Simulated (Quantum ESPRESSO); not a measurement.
Band structure of BaH2 (P6_3/mmc, 6 atoms in the cell).

```
CELL_PARAMETERS angstrom
      4.54101     0.00000     0.00000
     -2.27050     3.93263     0.00000
      0.00000     0.00000     6.16247
ATOMIC_POSITIONS crystal
  Ba 0.66667 0.33333 0.75000
  Ba 0.33333 0.66667 0.25000
  H  0.33333 0.66667 0.75000
  H  0.66667 0.33333 0.25000
  H  0.00000 0.00000 0.50000
  H  0.00000 0.00000 0.00000
```

Level of theory: LDA (PZ), GBRV 1.5 ultrasoft (LDA) pseudopotentials (plane waves; Quantum ESPRESSO 7.5).

Settings: ecutwfc = 40 Ry; ecutrho = 200 Ry; occupations = smearing; smearing = gauss; degauss = 0.00147 Ry; potentials = {Ba: ba_lda_v1.uspp.F.UPF, H: h_lda_v1.4.uspp.F.UPF}; K_POINTS = automatic 8 8 6 1 1 1; nbnd = 24; conv_thr = 1e-09 Ry.

The starting cell comes from a database of computed structures (which also holds hypothetical and non-ambient phases and stackings), without a prior relaxation at this level. Its lattice was rescaled by a random factor within 2.5 % of one.

Question: Predict the gap along the standard path and the places of the band edges.

Answer: The gap along the path is 1.40 eV, from Γ to H; the smallest direct gap on it is 2.52 eV.

Levels in eV from the top of the valence band on the SCF mesh, bands 9 to 16:
```
point      9     10     11     12    13    14    15    16
-----  -----  -----  -----  -----  ----  ----  ----  ----
Γ      -4.09  -2.67  -0.37   0.15  2.83  2.83  3.72  3.72
M      -2.25  -2.07  -1.54  -1.33  2.61  3.72  3.75  4.88
K      -1.81  -1.81  -1.74  -1.49  3.13  3.13  4.21  4.65
A      -3.07  -3.07  -0.28  -0.28  2.69  2.69  2.69  2.69
L      -2.03  -2.03  -1.23  -1.23  2.33  2.33  3.82  3.82
H      -1.55  -1.55  -1.39  -1.39  1.55  1.55  4.30  4.30
```
